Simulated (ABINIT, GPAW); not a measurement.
An ABINIT input for a self-consistent single point of RbH (Fm-3m, 2 atoms in the cell) (DFT, LDA (PW92), plane waves, norm-conserving pseudopotentials (PseudoDojo nc-sr-04 LDA standard)):

```
# RbH, PseudoDojo nc-sr-04 LDA standard
pp_dirpath "./"
pseudos "Rb.upf, H.upf"
acell 3*1.0
rprim
        -0.0000000000    5.6768884565    5.6768884565
         5.6768884565   -0.0000000000    5.6768884565
         5.6768884565    5.6768884565   -0.0000000000
natom 2
ntypat 2
znucl 37 1
typat 1 2
xred
         0.5000000000    0.5000000000    0.5000000000
         0.0000000000    0.0000000000    0.0000000000
ecut 74 Ry
occopt 1
nband 9
kptopt 1
ngkpt 5 5 5
nshiftk 1
shiftk 0 0 0
nstep 50
toldfe 1.0e-09
diemac 4
prtwf 0
prtden 0
prtvol 1
```

Problem. Give the GPAW input for the same structure, mesh, smearing and functional.

Solution. One input that does it (others would too):

```python
from ase import Atoms
from ase.units import GPa
from gpaw import GPAW, PW

atoms = Atoms(['Rb', 'H'],
              cell=[[0.000000, 3.004080, 3.004080],
                    [3.004080, 0.000000, 3.004080],
                    [3.004080, 3.004080, 0.000000]],
              scaled_positions=[[0.500000, 0.500000, 0.500000],
                                [0.000000, 0.000000, 0.000000]],
              pbc=True)

calc = GPAW(mode=PW(800),
            xc='LDA',
            kpts=(5, 5, 5),
            occupations={'name': 'fixed-uniform'},
            nbands=-6,
            convergence={'bands': -4},
            symmetry={'symmorphic': False, 'tolerance': 0.0005},
            maxiter=120,
            txt='-')

atoms.calc = calc

energy = atoms.get_potential_energy()
print('Energy (eV):', round(energy, 6))
forces = atoms.get_forces()
print('Forces (eV/Ang):')
print(forces.round(5))
stress = atoms.get_stress()
print('Stress (GPa, Voigt):', (stress / GPa).round(4))
```

Basis settings and potentials, where a program has them, do not carry over. This input uses DFT LDA (Perdew-Wang 92), plane waves, GPAW PAW datasets LDA (gpaw-data 1.0.1). LDA parametrisations can differ slightly between programs. Both were run: pressure -1.35 GPa in ABINIT and -1.33 in GPAW; gap on the mesh 3.101 eV in ABINIT and 3.101 in GPAW.

On GPAW: the starting cell comes from a database of computed structures (which also holds hypothetical and non-ambient phases and stackings), without a prior relaxation at this level.

On ABINIT: the starting cell comes from a database of computed structures (which also holds hypothetical and non-ambient phases and stackings), without a prior relaxation at this level.
